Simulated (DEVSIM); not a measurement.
Device: Si p+/n-/n+ power diode, at 250 K.

| layer (left to right) | material | thickness (μm) | Nd (cm⁻³) | Na (cm⁻³) | τn (s) | τp (s) |
|---|---|---|---|---|---|---|
| 1 | Si | 0.830 | - | 6.4e18 | 1.4e-6 | 1.4e-6 |
| 2 | Si | 19.0 | 5.1e14 | - | 1.4e-6 | 1.4e-6 |
| 3 | Si | 4.10 | 3.5e18 | - | 1.4e-6 | 4.2e-8 |

Left contact: ohmic. Right contact: ohmic. Voltage is applied to the left contact. Recombination: SRH at mid-gap, radiative. Mobility is μmin + (μ − μmin)/(1 + (N/Nref)^α).

Constants are typed, rounded textbook-type inputs, not results; the design itself was drawn at random and stands for no fabricated device. Values at 300 K; Nc and Nv go as T^1.5, mobilities as T to minus their exponent, the gap by Varshni's rule with the affinity fixed.

```csv
parameter,Si
gap (eV),1.124
affinity (eV),4.05
permittivity,11.7
Nc (cm⁻³),2.86e19
Nv (cm⁻³),3.1e19
μn (cm²/Vs),1417
μp (cm²/Vs),470
"μn,min",52
"μp,min",45
"Nref,n",9.7e16
"Nref,p",2.2e17
αn,0.68
αp,0.72
T exponent of μn,2.3
T exponent of μp,2.2
B (cm³/s),4.7e-15
Varshni α (eV/K),0.000473
Varshni β (K),636
```

DEVSIM, 1D drift-diffusion, Boltzmann statistics, complete ionisation; no tunnelling, impact ionisation, image-force lowering or self-heating.

Give the dark reverse current.


```csv
V (V),J (A/cm²)
-4.00,-1.1e-9
-10.00,-1.9e-9
-20.00,-2.9e-9
-30.00,-3.6e-9
-40.00,-4.2e-9
-60.00,-5.3e-9
-80.00,-6.1e-9
-100.00,-6.9e-9
-130.00,-7.9e-9
-160.00,-8.5e-9
-200.00,-8.6e-9
```
